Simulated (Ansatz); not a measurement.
Consider InP in the zinc blende structure (space group F-43m, No. 216).

```yaml
crystal:
  lattice:
    - [0.00000, 2.95348, 2.95348]
    - [2.95348, 0.00000, 2.95348]
    - [2.95348, 2.95348, 0.00000]
  atoms:
    - { symbol: In, position: [0.00000, 0.00000, 0.00000] }
    - { symbol: P, position: [0.25000, 0.25000, 0.25000] }
```

Cartesian axes are those of the cell as printed.

Computed with Ansatz (a quantum-chemistry and plane-wave program), r2SCAN, PAW, cutoff 500 eV, spin-orbit coupling left out.

Base values:

Electron mass: 0.074 mₑ (at Γ)
Volume per atom: 25.76 Å³

It is then changed as follows: biaxial strain +2.00 %, plane normal [001], relaxed out of plane (Cartesian); in-plane vectors clamped, the third vector and the atoms free.

Problem. What happens to the in-plane stress, electron mass and volume per atom?

Solution. The mean in-plane stress (compression positive) comes out as -1.8 GPa; the electron mass changes from 0.074 mₑ (at Γ) to 0.061 mₑ out of plane, 0.069 mₑ in plane (at Γ); the volume per atom rises by 0.45 Å³, from 25.76 Å³ to 26.21 Å³.

The levels and masses belong to the bands next to the band gap. Masses are band curvatures over ±0.01 Å⁻¹ around the edge. Stability against distortions was not tested.
